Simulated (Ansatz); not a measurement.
Take Mg2Si (space group Fm-3m, No. 225; a = 6.3644 Å) as the base.

The values are results of DFT with PBE, PAW potentials and a 420 eV plane-wave cutoff in Ansatz (a program for electronic structure), no SOC, earlier PAW set, not measurements.

Base values:

```
Quantity               Value
-------------------  -------
Lattice parameter a  6.364 Å
```

Modification: cell and atoms relaxed at a pressure of 9 GPa.

### Question
What happens to the lattice parameter a?

### Answer
The lattice parameter a falls by 0.267 Å (6.364 Å → 6.097 Å).

Load acts through the strain it causes; cell and atoms are relaxed under it. No phonon test of stability was made. Competing high-pressure phases were not computed.
